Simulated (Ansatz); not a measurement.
For Ba₂BeN₂ (model structure, started from the Ca2ZnN2 type, I4/mmm, No. 139, 5 atoms in the cell), PBEsol in Ansatz (PAW) gives:

| Property | Result |
|---|---|
| lattice constant a | 4.050 Å |
| lattice parameter c | 12.062 Å |
| bulk modulus | 64.3 GPa |
| cohesive energy | 4.57 eV/atom |
| band gap | 0.68 eV |

### Question
What does r²SCAN (PAW; Ansatz, a program for electronic structure) give for the same quantities?

### Answer

- lattice constant a: 4.104 Å (rises by 1.3 %)
- lattice parameter c: 12.142 Å (goes up by 0.7 %)
- bulk modulus: 62.8 GPa (falls by 2.3 %)
- cohesive energy: 4.35 eV/atom (shrinks by 0.22 eV/atom)
- band gap: 1.13 eV (grows by 0.45 eV)

Changes are worked out from the printed values.

Unless a cell is named, each level is at its own relaxed cell (PBEsol 19.79, r²SCAN 20.45 Å³/atom).

Spin–orbit coupling is included only where a level's name says +SOC; with heavier elements it mostly lowers gaps and can invert bands. Density-functional gaps are differences of (generalised) Kohn–Sham levels.

Caveats: the bulk modulus is −V dP/dV from two relaxed cells at ±2 % in volume (PBEsol, r²SCAN). Ansatz's density-functional and Hartree–Fock values are scalar-relativistic unless marked +SOC, with PAW data made under PBE.

A model structure was made by putting elements into a prototype or built by hand; it is no filed structure, need not be a known phase, and can be a saddle point held by its symmetry.
